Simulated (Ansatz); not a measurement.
Take HfO₂ (space group Pca2_1, No. 29) as the base.

```cif
data_Hf4O8
_chemical_formula_sum 'Hf4 O8'
_space_group_name_H-M_alt 'Pca21'
_space_group_IT_number 29
_space_group_name_Hall 'P 2c -2ac'
_cell_length_a 5.24718
_cell_length_b 5.03060
_cell_length_c 5.05984
_cell_angle_alpha 90.000
_cell_angle_beta 90.000
_cell_angle_gamma 90.000
loop_
_space_group_symop_operation_xyz
  'x, y, z'
  '-x, -y, z+1/2'
  '-x+1/2, y, z+1/2'
  'x+1/2, -y, z'
loop_
_atom_site_label
_atom_site_type_symbol
_atom_site_symmetry_multiplicity
_atom_site_Wyckoff_symbol
_atom_site_fract_x
_atom_site_fract_y
_atom_site_fract_z
_atom_site_occupancy
Hf1 Hf 4 a 0.03246 0.26701 0.24857 1
O1 O 4 a 0.36706 0.06999 0.10889 1
O2 O 4 a 0.26789 0.53888 0.49853 1
```

Computed with r2SCAN (Ansatz, an electronic-structure program, PAW, without spin-orbit coupling), earlier PAW set.

For the base:

| Quantity | Result |
|---|---|
| Magnetic state | not spin-polarised |
| Largest site moment | 0.00 μB |
| Space group | Pca2_1 (No. 29) |

Now apply this change: every Hf is replaced by Tl; the structure is relaxed again.

Task: Estimate the effect on the magnetic state.

Result: The magnetic state changes from not spin-polarised to ferromagnetic.

Task: What does the calculation give for the largest site moment after the change?

Result: The largest site moment goes from zero to 0.49 μB.

Task: Predict the new space group.

Result: The space group changes from Pca2_1 (No. 29) to Pa-3 (No. 205).

Other magnetic orders, which the real material may have, were not ruled out. Stability against distortions was not tested. As relaxed here, TlO2 is a hypothetical phase, not in the database extracts checked. This is not the structure that HfO2 has at room temperature and ambient pressure.
